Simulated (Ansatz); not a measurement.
## One base run on CsHS (P1, 12 atoms in the cell) and variants with one or two settings moved

```xyz
12
Lattice="-4.1550 4.1550 4.5814 4.1550 -4.1550 4.5814 4.1550 4.1550 -4.5814" Properties=species:S:1:pos:R:3 pbc="T T T"
Cs     4.2270    -0.1004     2.2411
Cs     0.0159     4.1535     2.2617
Cs    -0.0331     0.0251     2.5120
Cs     0.0329    -0.0261     6.6621
H      1.9951     0.8033     0.0301
H      2.1407     3.4415     4.6834
H      3.4131    -2.1285     4.5597
H      0.7139     6.3258     0.0136
S      6.2441     1.9673    -0.0270
S     -2.0728     2.1231     4.6501
S      2.1409     2.1519     4.5324
S      1.9569     2.0384    -0.0490
```

Base run A: PBE0, default PAW files made with PBE (Ansatz, a first-principles code), self-consistent single point.

Its settings: basis.ecutwfc = 420 eV; kpoints.mp_grid.grid = 2 2 2; hamiltonian.xc = pbe0; hamiltonian.pseudopotentials = {kind: paw} (the program's default PAW files); scf.occupations.method = fermi_dirac; scf.occupations.width = 0.02 eV.

The starting cell comes from a database of computed structures (which also holds hypothetical and non-ambient phases and stackings), without a prior relaxation at this level. Its atoms were displaced at random from the sites of space group no. 87. In the base run, forces exceed 1 eV/Å. Ansatz's pressure includes its estimate of the finite-basis (Pulay) stress.

ΔF is the free energy per atom less that of run A. A dash stands where there is no value to compare (another energy zero or no entropy term, no result, no spin, no clean gap, or a mesh too coarse for one). Absolute energies have different zeros for different potentials, functionals, Hubbard and dispersion terms and are not compared across them.

Runs D sample the zone with one or two k-points, far too few for so small a cell.

```json
[
 {"run": "A", "change": "base", "ΔF (meV/atom)": "0.00", "pressure (GPa)": "1.55", "largest force (eV/Å)": "3.722", "gap on the mesh (eV)": "5.355", "k-points": "8"},
 {"run": "B", "change": "hamiltonian.xc: pbe0 → pbesol [PBEsol]", "ΔF (meV/atom)": "–", "pressure (GPa)": "0.80", "largest force (eV/Å)": "4.120", "gap on the mesh (eV)": "3.390", "k-points": "8"},
 {"run": "C", "change": "hamiltonian.xc: pbe0 → hse06 [HSE06]", "ΔF (meV/atom)": "–", "pressure (GPa)": "1.62", "largest force (eV/Å)": "3.725", "gap on the mesh (eV)": "4.622", "k-points": "8"},
 {"run": "D", "change": "kpoints.mp_grid.grid: 2 2 2 → 1 1 1", "ΔF (meV/atom)": "361.7", "pressure (GPa)": "6.61", "largest force (eV/Å)": "3.328", "gap on the mesh (eV)": "5.197", "k-points": "1"},
 {"run": "E", "change": "scf.convergence.dr2_threshold: default (1e-07 eV) → 1e-10 eV", "ΔF (meV/atom)": "0.00", "pressure (GPa)": "1.55", "largest force (eV/Å)": "3.722", "gap on the mesh (eV)": "5.355", "k-points": "8"},
 {"run": "F", "change": "basis.precision: default → f64", "ΔF (meV/atom)": "0.00", "pressure (GPa)": "1.55", "largest force (eV/Å)": "3.722", "gap on the mesh (eV)": "5.355", "k-points": "8"},
 {"run": "G", "change": "scf.mixing.preconditioner: default (the program chose none) → kerker; scf.mixing.q_tf: default → 0.5", "ΔF (meV/atom)": "0.00", "pressure (GPa)": "1.55", "largest force (eV/Å)": "3.722", "gap on the mesh (eV)": "5.355", "k-points": "8"},
 {"run": "H", "change": "scf.mixing.algorithm: default (the program chose MSR1) → msr1", "ΔF (meV/atom)": "0.00", "pressure (GPa)": "1.55", "largest force (eV/Å)": "3.722", "gap on the mesh (eV)": "5.355", "k-points": "8"}
]
```

Run D against A: The free energy goes up by 362 meV/atom, the pressure goes from 1.55 to 6.61 GPa, the largest force goes from 3.722 to 3.328 eV/Å and the gap on the mesh goes from 5.355 to 5.197 eV.

Run B against A: The pressure goes from 1.55 to 0.80 GPa, the largest force goes from 3.722 to 4.120 eV/Å and the gap on the mesh goes from 5.355 to 3.390 eV.

Keys are those of Ansatz 0.2.
